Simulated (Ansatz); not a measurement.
Where the default PAW files enter, the runs use the earlier of Ansatz's two default sets.

Given:

```
AlN
1.0
    3.08864     0.00000     0.00000
    0.00000     3.08864     0.00000
    1.54432     1.54432     2.18399
Al N
1 1
Direct
  0.00000   0.00000   0.00000
  0.25000   0.75000   0.50000
```

Space group of this cell: F-43m, zinc blende. The cell is taken as given.

These are r2SCAN (plane waves, PAW; Ansatz, an electronic-structure program) values and carry that method's errors.

The current runs along the normal of the first two printed vectors; no spin-orbit coupling. Scaled by the factor s: both lengths across the current (ions clamped). Meshes 14×14×14 and 10×10 across the current in all rows.

```
s     mean pressure (GPa)  slowest mid-gap decay constant κ (1/Å)
----  -------------------  --------------------------------------
0.98                  9.4                                   0.322
1.00                  0.2                                   0.304
1.02                 -7.6                                       ?
```

### Question
Take the slope of the slowest mid-gap decay constant κ against ln s from the two given rows, extrapolate to s = 1.02, and say what the run there gives.

### Answer
Slope = (0.322 − 0.304) / ln 0.98 = -0.891 1/Å. The line gives 0.304 + (-0.891) × ln 1.02 = 0.286 1/Å. The run gives 0.285 1/Å, 0.001 1/Å under the line, 8 % of the predicted step.
